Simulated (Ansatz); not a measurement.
A zone-centre phonon calculation of As (R-3m, 2 atoms in the cell) with Ansatz (a program for electronic structure).

Method: LDA (PW92), PAW files made with PBE (plane waves; Ansatz).

```
As
1.0
    1.87741     1.08392     3.70434
   -1.87741     1.08392     3.70434
    0.00000    -2.16785     3.70434
As
2
Direct
  0.22443   0.22443   0.22443
  0.77557   0.77557   0.77557
```

Reference input (self-consistent single point, DFT, PBE, plane waves, PAW files): kpoints.mp_grid.grid = 11 11 11; hamiltonian.xc = pbe; hamiltonian.pseudopotentials = {kind: paw} (the program's default PAW files); scf.occupations.method = fermi_dirac; scf.occupations.width = 0.1 eV. This run's input differs from it in these lines:

Ansatz 0.2 input:
```diff
@@ -12,3 +12,3 @@
 hamiltonian:
-  xc: pbe
+  xc: lda
   pseudopotentials:
@@ -20,6 +20,4 @@
     width: 0.1 eV
-output:
-  forces: true
-  eigenvalues: true
-  stress: true
+phonons:
+  method: dfpt
```

Output (repeated stretches shortened):

```
SCF iter   1: F=—  HF=-9547.335895 eV  |F-HF|=—  |Δ(HF+E_count)|=         —  Δρ=2.36e-2  dr2=1.79e-1  ethr=3.10e-3  ⟨swp⟩=5.3  Hψ=32473  notcnv=0
all-band conjugate gradients solve this SCF's bands
preconditioner: auto → Kerker (q_TF=auto, 2.548 Å⁻¹)
SCF iter   2: F=—  HF=-9547.309432 eV  |F-HF|=—  |Δ(HF+E_count)|=   2.65e-2  Δρ=1.48e-2  dr2=7.76e-2  ethr=5.97e-4  ⟨swp⟩=2.0  Hψ=11025  notcnv=0
   [... lines left out ...]
SCF iter   9: F=—  HF=-9547.290459 eV  |F-HF|=—  |Δ(HF+E_count)|=   4.89e-9  Δρ=2.40e-6  dr2=3.84e-9  ethr=7.60e-11  ⟨swp⟩=2.0  Hψ=8008  notcnv=0
SCF iter  10: F=—  HF=-9547.290459 eV  |F-HF|=—  |Δ(HF+E_count)|=  1.31e-10  Δρ=5.60e-7  dr2=1.92e-10  ethr=1.28e-11  ⟨swp⟩=2.1  Hψ=8091  notcnv=0
SCF iter  11: F=—  HF=-9547.290459 eV  |F-HF|=—  |Δ(HF+E_count)|=  3.64e-12  Δρ=1.54e-7  dr2=1.58e-11  ethr=1.00e-12  ⟨swp⟩=1.4  Hψ=7131  notcnv=0
SCF iter  12: F=-9547.290459 eV  HF=-9547.290459 eV  |F-HF|=3.64e-12  |Δ(HF+E_count)|=  3.64e-12  Δρ=4.10e-8  dr2=1.05e-12  ethr=1.00e-12  ⟨swp⟩=5.0  Hψ=28842  notcnv=0
SCF 1 converged in 12 iterations: F = -9547.290459 eV  dr2 = 1.05e-12
DFPT response loops at Γ: preconditioner auto → Kerker (q_TF=auto, 2.548 Å⁻¹) (partly filled bands, converged f_vac=0.010) …
Free energy (F): -9547.290459 eV
Internal energy: -9547.281062 eV  (E = F + TS)
E sigma→0 (E₀):  -9547.285761 eV
Entropy (-TS):   -0.009396 eV (-4.698 meV/atom)
Fermi energy:    9.280762 eV
--- Phonons (Γ-DFPT): 2 representative perturbations + reference, on 366 of 1331 k-points (Σ response iterations 6) ---
  k mesh reduced under 2 symmetry operations, with k and −k counted as one. Each operation leaves every solved perturbation unchanged …
  ASR residual: 5.486e-5 → 0.000e0 eV/Å²; symmetrization residual: 1.042e-5 eV/Å²
  ASR residual per site (eV/Å²): 5.49e-5 5.49e-5
  Γ frequencies (cm⁻¹): 0.00 0.00 0.00 193.87 193.87 251.26
  non-analytic LO–TO correction: not included (Born effective charges unavailable; polar crystals: no LO–TO splitting at Γ)
```

The run converged in 12 iterations. 

Summary of the result:
- Free energy E − TS (on the zero of these files) = -9547.2905 eV
- Fermi level (on the code's own zero) = 9.28 eV
- Zone-centre frequencies (cm⁻¹; negative means imaginary) = 0, 0, 0, 194, 194, 251

The starting cell comes from a database of computed structures (which also holds hypothetical and non-ambient phases and stackings), without a prior relaxation at this level.

Cost on one core of a shared machine: roughly 2 min.
